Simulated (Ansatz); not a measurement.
Consider MnCl₃ in the ReO3 type structure (space group Pm-3m, No. 221; a = 4.739 Å; ferromagnetic; a hypothetical phase, not in the database extracts checked; relaxed with 0.1 eV smearing). Axes: x, y, z lie along the cube axes.

Level of theory: r2SCAN, PAW, 500 eV (Ansatz, a program for electronic structure; no spin-orbit coupling).

The change: the cell is scaled by 1.0285 in all directions, atoms relaxed at fixed cell.

**Question.** Predict the stress tensor and what it implies for the stiffness.

**Answer.** Stress of the strained cell less that of the base (GPa, compression positive):
```
   -2.9     0.0     0.0
    0.0    -2.9     0.0
    0.0     0.0    -2.9
```

Then B = −ΔP/(ΔV/V₀) with ΔV/V₀ = 0.0880 gives secant stiffness values (nonlinear terms included at this strain): B ≈ 33 GPa.

As a check, the harmonic strain energy −½ V₀ Δσ:ε is 21 meV/atom; the computed energy rise is 23 meV/atom.

Stability against distortions was not tested. No Hubbard U is applied and the magnetic state is the run's own (MnCl3 ferromagnetic); small cells can't hold the antiferromagnetic order that many such compounds have, so gaps and moments can be off.
